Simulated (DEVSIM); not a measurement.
System: abrupt Si p-n junction, at 400 K.

Layer 1 from the left is Si, thickness (μm) 0.120, Na (cm⁻³) 3.5e14, τn (s) 1.3e-6, τp (s) 1.3e-6. Layer 2 from the left is Si, thickness (μm) 11.0, Nd (cm⁻³) 4.9e15, τn (s) 1.3e-6, τp (s) 1.3e-6.

Left contact: ohmic. Right contact: ohmic. Voltage is applied to the left contact. Recombination: SRH at mid-gap. Gap narrowing is on: ΔEg = 6.92 meV × (l + √(l² + 0.5)), l = ln(N/1.3e17 cm⁻³), shared equally by both band edges. Mobility is μmin + (μ − μmin)/(1 + (N/Nref)^α).

Constants are typed, rounded textbook-type inputs, not results; the design itself was drawn at random and stands for no fabricated device. Values at 300 K; Nc and Nv go as T^1.5, mobilities as T to minus their exponent, the gap by Varshni's rule with the affinity fixed.

Si: gap (eV) 1.124, affinity (eV) 4.05, permittivity 11.7, Nc (cm⁻³) 2.86e19, Nv (cm⁻³) 3.1e19, μn (cm²/Vs) 1417, μp (cm²/Vs) 470, μn,min 52, μp,min 45, Nref,n 9.7e16, Nref,p 2.2e17, αn 0.68, αp 0.72, T exponent of μn 2.3, T exponent of μp 2.2, Varshni α (eV/K) 0.000473, Varshni β (K) 636.

DEVSIM, 1D drift-diffusion, Boltzmann statistics, complete ionisation; no tunnelling, impact ionisation, image-force lowering or self-heating.

**Question.** What does the simulation give for the dark forward voltage at 100 A/cm², the largest field in the device at zero bias, the dark forward voltage at 1 A/cm², the potential step across the device at zero bias?

**Answer.** dark forward voltage at 100 A/cm² 0.471 V; largest field in the device at zero bias 15000 V/cm; dark forward voltage at 1 A/cm² 0.078 V; potential step across the device at zero bias 0.375 V.
